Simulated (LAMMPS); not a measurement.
Simulation of a free-standing liquid film of Cu with 50 % of Cu sites Au, 2352 atoms, at 1620 K.

Model: classical MD, pair style eam, the elements' _u3.eam files (universal-3 set of Foiles, Baskes and Daw) (LAMMPS).

**Question.** What does the simulation give for the excess potential energy of the surface, the surface tension, the number density in the middle?

**Answer.** excess potential energy of the surface: 0.90 J/m²; surface tension: 0.67 ± 0.03 N/m; number density in the middle: 0.0612 Å⁻³.
